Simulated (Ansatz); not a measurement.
## GaSe under a change: biaxial strain +1.48 %, plane normal [001], relaxed out of plane

Consider GaSe in the beta-GaS type structure (space group P6_3/mmc, No. 194; a = 3.7694 Å, c = 15.9642 Å; layered, stacked along the Cartesian z axis). Axes: x lies along a and z along c of the hexagonal cell.

It is then changed as follows: biaxial strain +1.48 %, plane normal [001], relaxed out of plane (Cartesian); in-plane vectors clamped, the third vector and the atoms free.

All numbers come from Ansatz (a quantum-chemistry and plane-wave program), PBE-D3(BJ), PAW, cutoff 420 eV, no SOC, earlier PAW set. Settings: 10×10×2 k-points, 0.05 eV Fermi–Dirac smearing.

* **Volume per atom**: 25.09 Å³ (base 24.55 Å³)
* **Space group**: P6_3/mmc (No. 194) (base P6_3/mmc (No. 194))
* **Pressure (mean of the normal stresses, compression positive)**: -1.03 GPa (base 0.00 GPa)
* **Band gap**: 0.53 eV (base 0.87 eV)
* **Gap character**: direct at Γ (base direct at Γ)
* **Electron mass**: 0.068 mₑ out of plane, 0.11 mₑ in plane (at Γ) (base 0.095 mₑ along c, 0.12 mₑ across (at Γ))
* **Hole mass**: 0.061 mₑ out of plane, 1.2 mₑ in plane (at Γ) (base 0.082 mₑ along c, 1.5 mₑ across (at Γ))
* **Valence-band top at Γ (three highest levels, from the VBM)**: 0.00, -1.40, -1.40 eV (base 0.00, -1.20, -1.20 eV)
* **Valley order (the lowest conduction-band minima on the path, energy above the VBM, named in the base's zone)**: Γ 0.53 eV; M (0, 1/2, 0) 0.90 eV; K (-1/3, -1/3, 0) 1.45 eV (base Γ 0.87 eV; M (1/2, 0, 0) 1.02 eV; K (1/3, 1/3, 0) 1.43 eV)
* **Out-of-plane strain**: -0.79 %
* **Ratio −ε⊥/ε∥**: 0.54
* **Mean in-plane stress (compression positive)**: -1.5 GPa

Cost of the whole job for the changed cell (relaxation, final SCF and bands): very roughly 3 core-minutes.

Masses are band curvatures over ±0.01 Å⁻¹ around the edge. Stability against distortions was not tested.
